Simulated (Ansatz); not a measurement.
## Ansatz run on ScCrC2 (P3m1, 8 atoms in the cell): self-consistent single point

Computed with PBEsol, default PAW files made with PBE (plane waves; Ansatz, a first-principles code).

The input file:

Ansatz 0.2 input:
```yaml
crystal:
  lattice:
    - [3.256119, 0.000000, 0.000000]
    - [-1.628060, 2.819882, 0.000000]
    - [0.000000, 0.000000, 9.037933]
  atoms:
    - { symbol: Sc, position: [0.000000, 0.000000, 0.505532] }
    - { symbol: Sc, position: [0.000000, 0.000000, 0.000000] }
    - { symbol: Cr, position: [0.333333, 0.666667, 0.250000] }
    - { symbol: Cr, position: [0.666667, 0.333333, 0.750000] }
    - { symbol: C, position: [0.333333, 0.666667, 0.834260] }
    - { symbol: C, position: [0.666667, 0.333333, 0.165740] }
    - { symbol: C, position: [0.666667, 0.333333, 0.334260] }
    - { symbol: C, position: [0.333333, 0.666667, 0.665740] }
basis:
  ecutwfc: 420.0
kpoints:
  mp_grid:
    grid: [12, 12, 4]
hamiltonian:
  xc: pbesol
  pseudopotentials:
    kind: paw
scf:
  occupations:
    method: fermi_dirac
    width: 0.1
output:
  forces: true
  eigenvalues: true
  stress: true
```

Output, abridged:

```
WARN the atoms were moved onto the symmetric positions of the space group found under crystal.symmetry.tolerance 1.0e-5 (fractional …
WARN ansatz: RAYON_NUM_THREADS=1 ignored (pool sized by the plan → 1); use --threads N
Pseudopotentials: kind: paw
Pseudopotential: Sc, paw, valence charge 11
Pseudopotential: Cr, paw, valence charge 14
Pseudopotential: C, paw, valence charge 4
Crystal: 8 atoms, lattice volume = 82.985 Å³
Basis set: ecut = 420 eV, 1639 PW (Γ), exchange–correlation on 48×48×128 points (8 copies of the dense FFT grid, shifted against one another)
Bands: 41, of which v1, the nominal top of the filled ones, is band 33 counted from 1 (32 counted from 0)
Symmetry: 6 space group operations
Space group: P3m1 (ITA 156), of the structure as read, at distance tolerance 4.4e-5 Å
k-points: 69 of 576 (time reversal used)
PAW frozen core: Sc, regenerated for the run's functional, and the local potential with it
PAW frozen core: Cr, regenerated for the run's functional, and the local potential with it
PAW frozen core: C, regenerated for the run's functional, and the local potential with it
Initial density: superposition of atomic densities (neutral atoms: chi_scale 0, normalization atom), corrected by the library's trained network
Initial wavefunctions: pseudopotential atomic-orbital guess
Eigensolver: davidson
Functional: x = pbesol(κ = 0.804, μ = 0.12345679012345678), c = pbesol(β = 0.046)
SCF iter   1: F=—  HF=-11911.435997 eV  |F-HF|=—  |Δ(HF+E_count)|=         —  Δρ=1.49e-2  dr2=2.12e-1  ethr=1.77e-3  ⟨swp⟩=4.1  Hψ=9700  notcnv=0
all-band conjugate gradients solve this SCF's bands
preconditioner: auto → Kerker (q_TF=auto, 2.626 Å⁻¹)
SCF iter   2: F=—  HF=-11911.392625 eV  |F-HF|=—  |Δ(HF+E_count)|=   4.34e-2  Δρ=6.39e-3  dr2=4.03e-2  ethr=3.22e-4  ⟨swp⟩=1.1  Hψ=3393  notcnv=0
SCF iter   3: F=—  HF=-11911.382133 eV  |F-HF|=—  |Δ(HF+E_count)|=   1.05e-2  Δρ=1.37e-3  dr2=1.45e-3  ethr=6.10e-5  ⟨swp⟩=2.0  Hψ=3717  notcnv=0
SCF iter   4: F=—  HF=-11911.381986 eV  |F-HF|=—  |Δ(HF+E_count)|=   1.47e-4  Δρ=6.12e-4  dr2=3.16e-4  ethr=2.20e-6  ⟨swp⟩=2.0  Hψ=3862  notcnv=0
SCF iter   5: F=—  HF=-11911.381952 eV  |F-HF|=—  |Δ(HF+E_count)|=   3.41e-5  Δρ=1.45e-4  dr2=1.57e-5  ethr=4.79e-7  ⟨swp⟩=2.0  Hψ=3263  notcnv=0
SCF iter   6: F=—  HF=-11911.381981 eV  |F-HF|=—  |Δ(HF+E_count)|=   2.86e-5  Δρ=3.46e-5  dr2=1.15e-6  ethr=2.38e-8  ⟨swp⟩=2.1  Hψ=3439  notcnv=0
SCF iter   7: F=—  HF=-11911.381981 eV  |F-HF|=—  |Δ(HF+E_count)|=   1.48e-7  Δρ=1.12e-5  dr2=1.78e-7  ethr=1.74e-9  ⟨swp⟩=2.1  Hψ=3738  notcnv=0
SCF iter   8: F=-11911.381980 eV  HF=-11911.381981 eV  |F-HF|=1.72e-8  |Δ(HF+E_count)|=   1.67e-8  Δρ=3.74e-6  dr2=1.94e-8  ethr=1.52e-10  ⟨swp⟩=4.6  Hψ=8806  notcnv=0
SCF 1 converged in 8 iterations: F = -11911.381980 eV  dr2 = 1.94e-8
SCF converged after 8 iterations
Free energy (F): -11911.381980 eV
Harris-Foulkes:  -11911.381981 eV  (|F-HF|=1.72e-8)
Internal energy: -11911.251204 eV  (E = F + TS)
E sigma→0 (E₀):  -11911.316592 eV
Entropy (-TS):   -0.130776 eV (-16.347 meV/atom)
Fermi energy:    14.871960 eV
--- Per-component energies (eV) ---
  E_band       = -539.418623
  E_kinetic    = 1572.203185
  E_local      = -4710.774320  (includes V_loc(G=0)·N_el)
  E_nonlocal   = 431.777503
  E_hartree    = 1880.010739
  E_xc         = -680.930972
  E_vxc        = -858.011192  (∫ρ·V_xc dr)
  E_paw        = -4578.020307  (= ΣΔE_a)
  E_vpaw       = -734.634921  (= ΣTr[D̂ρ^β])
  E_aug_tail   = 0.000760  (compensation charges beyond the density's cutoff)
  E_ewald      = -5826.180242
  E_core_change = 0.662451  (= ΣΔE_core)
  E_smearing   = -0.130776  (= −TS)
  E_closure    = -0.000000  (closes the sum)
  Σ components = -11911.381980   (vs F -11911.381980, Δ=0.00e0)
--- Forces (eV/Å), atoms counted from 1 ---
  atom   1  Sc    -0.00000000     0.00000000    -0.63440959
  atom   2  Sc     0.00000000    -0.00000000     0.05148290
  atom   3  Cr    -0.00000000     0.00000000     0.18392070
  atom   4  Cr     0.00000000    -0.00000000     0.20106710
  atom   5  C      0.00000000    -0.00000000    -0.02511708
  atom   6  C     -0.00000000     0.00000000     0.05865296
  atom   7  C     -0.00000000     0.00000000     0.02753120
  atom   8  C      0.00000000    -0.00000000     0.13687660
  max |Σ_I F_I| component: 4.78e-6 eV/Å
--- Stress (GPa, compression-positive) ---
       -7.489347       0.000000      -0.000000
        0.000000      -7.489347      -0.000000
       -0.000000      -0.000000      -6.355332
  P = ⅓ Tr σ = -7.1113 GPa (-71.113 kbar)
  The stress holds the Pulay correction. Without it, at fixed plane waves, as pw.x and ABINIT print it: P = -7.4038 GPa
--- Band table (eV; the first three rows and the last of 69) ---
  k-point 0: bands = ["-56.8833", "-56.8756", "-33.9971", "-33.9945", "-28.5219", "-28.5219", "-28.5171", "-28.5171", "-28.0956", "-28.0907", "-12.9082", "-12.8767", "-12.5622", "-12.5622", "-12.5601", "-12.5601", "-1.0383", "-0.7200", "5.0567", [...]
  k-point 1: bands = ["-56.8833", "-56.8756", "-33.9971", "-33.9946", "-28.5219", "-28.5219", "-28.5171", "-28.5171", "-28.0952", "-28.0911", "-12.9037", "-12.8813", "-12.5622", "-12.5622", "-12.5601", "-12.5601", "-0.9953", "-0.7696", "5.2323", [...]
  k-point 2: bands = ["-56.8833", "-56.8756", "-33.9970", "-33.9947", "-28.5219", "-28.5219", "-28.5171", "-28.5171", "-28.0947", "-28.0916", "-12.8943", "-12.8907", "-12.5622", "-12.5622", "-12.5602", "-12.5602", "-0.9015", "-0.8700", "5.7043", [...]
  k-point 68: bands = ["-56.8750", "-56.8673", "-33.9437", "-33.9413", "-28.5970", "-28.5927", "-28.5759", "-28.5715", "-28.0836", "-28.0808", "-12.8263", "-12.8247", "-12.8228", "-12.8188", "-12.8003", "-12.7991", "0.3101", "0.3484", "6.3994", [...]
```

The run converged in 8 iterations.

The starting cell comes from a database of computed structures (which also holds hypothetical and non-ambient phases and stackings), without a prior relaxation at this level. Its lattice was rescaled by up to half a per cent. One atom was moved a little off its site on purpose. Spin polarisation is off. With a pressure of about -7 GPa the cell is away from its equilibrium volume at this level. Ansatz's pressure includes its estimate of the finite-basis (Pulay) stress.
